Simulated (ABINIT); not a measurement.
A self-consistent single point of CuGaSe₂ (I-42d, 8 atoms in the cell) with ABINIT.

Method: PBE, PAW (JTH v2.0 PBE PAW) (plane waves; ABINIT).

The change in words: lattice scaled by 0.98. Reference geometry:
```
CELL_PARAMETERS angstrom
     -2.77667     2.77667     5.45435
      2.77667    -2.77667     5.45435
      2.77667     2.77667    -5.45435
ATOMIC_POSITIONS crystal
  Ga 0.50000 0.50000 0.00000
  Ga 0.25000 0.75000 0.50000
  Cu 0.00000 0.00000 0.00000
  Cu 0.75000 0.25000 0.50000
  Se 0.87500 0.87500 0.50000
  Se 0.12500 0.62500 0.00000
  Se 0.37500 0.37500 0.50000
  Se 0.62500 0.12500 0.00000
```

Reference input (self-consistent single point, DFT, PBE, plane waves, PAW (JTH v2.0 PBE PAW)): pseudos = [Ga.GGA_PBE-JTH.xml, Cu.GGA_PBE-JTH.xml, Se.GGA_PBE-JTH.xml]; ecut = 30 Ha; pawecutdg = 60 Ha; pawxcdev = 0; ixc = 11; occopt = 3; tsmear = 0.00036749 Ha; ngkpt = 3 3 3; nshiftk = 1; shiftk = 0 0 0; potentials = JTH v2.0 PBE PAW; nband = 55. This run's input differs from it in these lines:

```diff
@@ -3,7 +3,7 @@
 pseudos "Ga.GGA_PBE-JTH.xml, Cu.GGA_PBE-JTH.xml, Se.GGA_PBE-JTH.xml"
-acell 12.7005504823 12.7005504823 12.7005504823
+acell 12.4465400666 12.4465400666 12.4465400666
 rprim
-        -0.4131431819    0.4131431819    0.8115574055
-         0.4131431819   -0.4131431819    0.8115574055
-         0.4131431819    0.4131431819   -0.8115574055
+        -0.4131432229    0.4131432229    0.8115573638
+         0.4131432229   -0.4131432229    0.8115573638
+         0.4131432229    0.4131432229   -0.8115573638
 natom 8
@@ -13,10 +13,10 @@
 xcart
-         0.0000000000   -0.0000000000    5.4543490000
-         2.7766700000   -0.0000000000    2.7271745000
+        -0.0000000000   -0.0000000000    5.3452620000
+         2.7211370000   -0.0000000000    2.6726310000
          0.0000000000    0.0000000000    0.0000000000
-         0.0000000000    2.7766700000    2.7271745000
-         1.3883350000    1.3883350000    6.8179362500
-         1.3883350000   -1.3883350000    4.0907617500
-         1.3883350000    1.3883350000    1.3635872500
-        -1.3883350000    1.3883350000    4.0907617500
+        -0.0000000000    2.7211370000    2.6726310000
+         1.3605685000    1.3605685000    6.6815775000
+         1.3605685000   -1.3605685000    4.0089465000
+         1.3605685000    1.3605685000    1.3363155000
+        -1.3605685000    1.3605685000    4.0089465000
       Angstrom
```

Log, with long lists cut:

```
--- !BeginCycle
solver: {iscf: 17, nstep: 80, nline: 4, wfoptalg: 10, }
tolerances: {tolvrs: 1.00E-11, }
...

     iter   Etot(hartree)      deltaE(h)  residm     nres2
 ETOT  1  -578.54823660567    -5.785E+02 4.884E+01 7.354E+01
 ETOT  2  -592.86125717418    -1.431E+01 1.461E-01 3.436E+02
 ETOT  3  -592.58168165717     2.796E-01 8.229E-02 2.778E+01
 ETOT  4  -592.54758095767     3.410E-02 5.506E-02 1.730E+01
 ETOT  5  -592.51550737739     3.207E-02 4.281E-03 5.161E+00
   [... 11 lines left out ...]
 ETOT 17  -592.50641274774    -1.228E-11 1.204E-05 1.172E-09
 ETOT 18  -592.50641274774    -3.411E-12 1.702E-05 2.045E-10
 ETOT 19  -592.50641274774     2.274E-13 1.382E-05 4.362E-11
 ETOT 20  -592.50641274774    -7.958E-13 2.215E-05 7.655E-12
 At SCF step   20       nres2   =  7.65E-12 < tolvrs=  1.00E-11 =>converged.

 Cartesian components of stress tensor (hartree/bohr^3)
  sigma(1 1)= -3.93857573E-04  sigma(3 2)=  0.00000000E+00
  sigma(2 2)= -3.93857573E-04  sigma(3 1)=  0.00000000E+00
  sigma(3 3)= -3.92974067E-04  sigma(2 1)=  0.00000000E+00

 ----iterations are completed or convergence reached----

 reduced coordinates (array xred) for    8 atoms
       0.500000001620      0.500000002738      0.000000001118
       0.250000001620      0.750000002738      0.500000001118
       0.000000001620      0.000000002738      0.000000001118
       0.750000001620      0.250000002738      0.500000001118
       0.875000001620      0.875000003297      0.500000001677
       0.125000001061      0.625000002738      0.000000000559
   [... lines left out ...]
 Fermi (or HOMO) energy (hartree) =   0.13334   Average Vxc (hartree)=  -0.36453
 Fermi (or HOMO) energy (eV) =   3.62825   Average Vxc (eV)=  -9.91927
   [... lines left out ...]
'-kT*entropy'       :  1.37981999812186E-15
total_energy        : -5.92506413178118E+02
total_energy_eV     : -1.61229194485015E+04
...

-Cartesian components of stress tensor (GPa)         [Pressure=  1.1579E+01 GPa]
- sigma(1 1)= -1.15876879E+01  sigma(3 2)=  0.00000000E+00
- sigma(2 2)= -1.15876879E+01  sigma(3 1)=  0.00000000E+00
- sigma(3 3)= -1.15616943E+01  sigma(2 1)=  0.00000000E+00

 Calculation completed.
```

The run converged in 20 iterations. Against the reference run the free energy rises by 65.5 meV/atom, the pressure goes from 5.56 to 11.58 GPa, the largest force goes from 0.403 to 0.539 eV/Å and the gap on the mesh goes from 0.383 to 0.687 eV.

The starting cell has typed, rounded lattice constants, without a prior relaxation at this level. Its lattice was rescaled by a random factor within 2.5 % of one. For this run, on top of that: lattice scaled by 0.98. With a pressure of about 12 GPa the cell is away from its equilibrium volume at this level.

Cost on one core of a shared machine: roughly 7 min.
